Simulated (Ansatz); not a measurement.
Effective masses and thermopower of InP (F-43m)

Given:

```xyz
2
Lattice="0.0000 2.9268 2.9268 2.9268 0.0000 2.9268 2.9268 2.9268 0.0000" Properties=species:S:1:pos:R:3 pbc="T T T"
In     0.0000     0.0000     0.0000
P      1.4634     1.4634     1.4634
```

These are r2SCAN with spin-orbit coupling, rigid bands (plane waves, PAW; Ansatz, a program for electronic structure) values and carry that method's errors. Condition of this run: hydrostatic pressure 2 GPa (the target of the relaxation). Cell: cell and atoms relaxed with r2SCAN, then loaded as said.

```
Quantity                                                                                                                                                        Value
---------------------------------------------------------------------------------------------------------------------------------------  ----------------------------
band gap                                                                                                                                                      1.16 eV
electron conductivity mass (300 K, dilute)                                                                                                                   0.094 mₑ
hole conductivity mass (300 K, dilute)                                                                                                                        0.55 mₑ
effective density of states N_c (300 K)                                                                                                                   6.7e17 cm⁻³
effective density of states N_v (300 K)                                                                                                                   2.4e19 cm⁻³
density-of-states mass, electrons                                                                                                                            0.090 mₑ
density-of-states mass, holes                                                                                                                                 0.97 mₑ
Seebeck coefficient, n-type 1e19 cm⁻³, 300 K                                                                                                                 -61 μV/K
Seebeck coefficient, p-type 1e19 cm⁻³, 300 K                                                                                                                 319 μV/K
best p-type power factor at 300 K for τ = 10 fs (best axis; densities from 1e16 to 1e21 cm⁻³ tried, whether or not they can be reached)  13.5 μW/(cm·K²) at 3e20 cm⁻³
```

Rigid bands; masses and Seebeck coefficients take one relaxation time τ for all states and one kind of carrier; polarons and phonon drag are left out.
